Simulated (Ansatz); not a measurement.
The reference is FeS$_{2}$ (space group Pnnm, No. 58; a = 4.367 Å, b = 5.333 Å, c = 3.344 Å; non-magnetic). Axes: x, y, z lie along a, b, c of the conventional cell.

All numbers come from PBEsol/PAW in Ansatz (a program for electronic structure), no SOC.

Base values:

| Quantity | Result |
|---|---|
| Band gap | 0.92 eV |
| Pressure | 0.0 kbar |
| Volume per atom | 12.98 Å³ |
| Width of the top valence band | 1.06 eV |

It is then changed as follows: biaxial strain −0.72 %, plane normal [001], relaxed out of plane (Cartesian); in-plane vectors clamped, the third vector and the atoms free.

**Question.** What happens to the band gap, pressure, volume per atom and width of the top valence band?

**Answer.** The band gap goes up by 0.065 eV to 0.98 eV; the pressure (mean of the normal stresses, compression positive) goes from zero to 19.0 kbar; the volume per atom shrinks by 0.137 Å³, from 12.98 Å³ to 12.85 Å³; the width of the top valence band stays essentially unchanged (1.06 eV against 1.07 eV).

Whether these cells are dynamically stable was not tested. Starting moments died away, wholly or in part, for the base; another magnetic solution may exist. All final runs are without spin polarisation.
